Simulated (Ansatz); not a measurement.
**Pressure series in GaMo4S8**

Base system: GaMo4S8 (space group F-43m, No. 216; a = 9.6654 Å).

Cell and atoms are relaxed at each pressure.

Calculations: Kohn–Sham DFT with the PBEsol functional, run in Ansatz (an electronic-structure program) with PAW and 420 eV plane waves, no SOC.

Notes on the quantities. enthalpy: H = E + PV relative to the base's energy.

| change | enthalpy | shortest interatomic distance |
|---|---|---|
| base | – | 2.282 Å |
| pressure −2 GPa | -0.22 eV/atom | 2.299 Å |
| pressure −1 GPa | -0.11 eV/atom | 2.290 Å |
| pressure 0.3 GPa | +0.03 eV/atom | 2.280 Å |
| pressure 0.7 GPa | +0.08 eV/atom | 2.277 Å |
| pressure 1.5 GPa | +0.16 eV/atom | 2.271 Å |
| pressure 3 GPa | +0.32 eV/atom | 2.260 Å |
| pressure 5 GPa | +0.53 eV/atom | 2.247 Å |
| pressure 7.5 GPa | +0.79 eV/atom | 2.232 Å |
| pressure 10 GPa | +1.04 eV/atom | … |

Question: What belongs in the blanks?

Answer: 
- pressure 10 GPa, shortest interatomic distance: 2.218 Å

Load acts through the strain it causes; cell and atoms are relaxed under it. Whether these cells are dynamically stable was not tested. No other phases were tried under pressure. The base started in R3m and relaxed to F-43m at this level. All final runs are without spin polarisation. An odd electron count without spin: GaMo4S8.
